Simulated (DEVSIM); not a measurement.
Structure: Ti/AlN/p-Ge capacitor, at 400 K.

Layer 1 from the left is AlN, thickness (nm) 12.0. Layer 2 from the left is Ge, thickness (nm) 6600, Na (cm⁻³) 8e15.

Metal gate on the left, work function 4.33 eV. Fixed charge at the semiconductor interface 0 cm⁻² (in units of +e); no interface traps.

This is a model device: material constants are rounded textbook-type values typed into the input, and sizes, dopings and lifetimes were drawn at random. Values at 300 K; Nc and Nv go as T^1.5, mobilities as T to minus their exponent, the gap by Varshni's rule with the affinity fixed.

AlN: gap (eV) 6.1, affinity (eV) 1.9, permittivity 8.5. Ge: gap (eV) 0.664, affinity (eV) 4, permittivity 16, Nc (cm⁻³) 1.04e19, Nv (cm⁻³) 6e18, Varshni α (eV/K) 0.000477, Varshni β (K) 235.

Q: Estimate by hand the flat-band voltage, the threshold voltage, and compare with a numerical solution.

A: 
- Flat-band voltage: C = 0.627 μF/cm², work-function difference -0.052 V; VFB = φms − qNf/C = -0.05 V; numerical -0.05 V.
- Threshold voltage: φF = 0.061 V, depletion charge √(4εqNφF) = 2.10e-8 C/cm²; VT = VFB + 2φF + Qd/C = 0.10 V; numerical 0.10 V.

DEVSIM, 1D Poisson equation in equilibrium, Boltzmann statistics, complete ionisation; no quantum confinement or tunnelling. Metal contacts follow the ideal Schottky-Mott rule: no Fermi-level pinning, no interface dipoles.
